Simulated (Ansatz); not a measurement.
Adsorption energy and surface dipole of H on the (0001) surface of wurtzite GaN (2x2 N adatom at H3; a constructed slab, bottom: 3 H on 4 bottom sites), one in a cell of 36 Å², started at the site 'over Ga at depth 1.1 Å', worked from the runs' numbers; total energies count from the potentials' own zero.

Host crystal: wurtzite GaN, with a band gap (PBE, scalar-relativistic without spin-orbit coupling).

These are r2SCAN, at the PBE geometry (plane waves to 500 eV, PAW; Ansatz, a quantum-chemistry and plane-wave program) values and carry that method's errors.

Slab: 45 atoms, 13.4 Å thick at the start with caps and adatoms under the adsorbate (thin: gaps and levels are the slab's own); k 4x4x1, smearing 0.01 eV, dipole-corrected; single point; on the structure that PBE left under its start's symmetry; spin-polarised, ending with about 0.1 μB a cell, a value that depends on the mesh; orders that need a larger cell were not tried, no spin-orbit, no U, no dispersion correction. The slab shows no gap over 0.04 eV on its mesh. The program's check for a lower electronic state was not made. It is one chosen start, not shown to be the lowest state of the adsorbate.

```tsv
quantity	value
slab with the adsorbate	-83972.042 eV
clean slab, same cell and mesh	-83954.606 eV
reference, ½ H2(g)	-15.945 eV
area of the cell	35.88 Å²
change of the step from the bottom to the top vacuum level	-1.816 eV
```

Q: What is the adsorption energy against this reference?

A: E(slab + adsorbate) − E(slab) − E(reference) = -1.49 eV, so in this state the adsorbate is more stable than in the reference, at a coverage of 2.79 a nm².

Q: What dipole does adsorption add to the slab along the outward normal (Helmholtz relation, ε₀ = 0.005526 e/(V·Å))?

A: p = −ε₀·A·ΔV = 0.360 e·Å = 1.73 D; its positive end points to the vacuum, which lowers the vacuum level.
